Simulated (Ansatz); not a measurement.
Take PbTe in the rock salt structure (space group Fm-3m, No. 225; a = 6.569 Å) as the base.

(Cell as relaxed with PBE.)

Levels (all Ansatz, a quantum-chemistry and plane-wave program, PAW, earlier PAW set): PBE (420 eV, no spin-orbit coupling); r2SCAN (500 eV, without spin-orbit coupling).

Each level relaxes its own structure.

```json
[
 {"base": "volume per atom", "PBE": "35.44 Å³", "r2SCAN": "34.89 Å³"},
 {"base": "lattice parameter a", "PBE": "6.569 Å", "r2SCAN": "6.535 Å"},
 {"base": "band gap", "PBE": "0.83 eV", "r2SCAN": "1.10 eV"}
]
```

Perturbation: a hydrostatic pressure of 1.5 GPa.

```tsv
quantity	PBE	r2SCAN
lattice parameter a	6.492 Å	(withheld)
electron mass	0.29 mₑ along k, 0.10 mₑ across (at L)	(withheld)
valley order (the lowest conduction-band minima on the path, energy above the VBM, named in the base's zone)	L along ⟨111⟩ 0.77 eV; a point along ⟨110⟩, about 0.5 Å⁻¹ from Γ 1.33 eV; a point along ⟨100⟩, about 0.3 Å⁻¹ from Γ 1.77 eV	(withheld)
```

What does r2SCAN give?


- lattice parameter a, r2SCAN: 6.464 Å
- electron mass, r2SCAN: 0.33 mₑ along k, 0.12 mₑ across (at L)
- valley order (the lowest conduction-band minima on the path, energy above the VBM, named in the base's zone), r2SCAN: L along ⟨111⟩ 1.03 eV; a point along ⟨110⟩, about 0.5 Å⁻¹ from Γ 1.57 eV; a point along ⟨100⟩, about 0.3 Å⁻¹ from Γ 1.97 eV

PBE's lattice parameter a lies 0.0275 Å above r2SCAN's (0.4 %); both order the valleys alike. Neither level is exact; r2SCAN is the comparison here, not a measurement.

Spin-orbit coupling, missing from the scalar runs, can matter with Pb and Te. Load acts through the strain it causes; cell and atoms are relaxed under it. Masses are band curvatures over ±0.01 Å⁻¹ around the edge. Along k means along the line from Γ to the band edge. Stability against distortions was not tested.
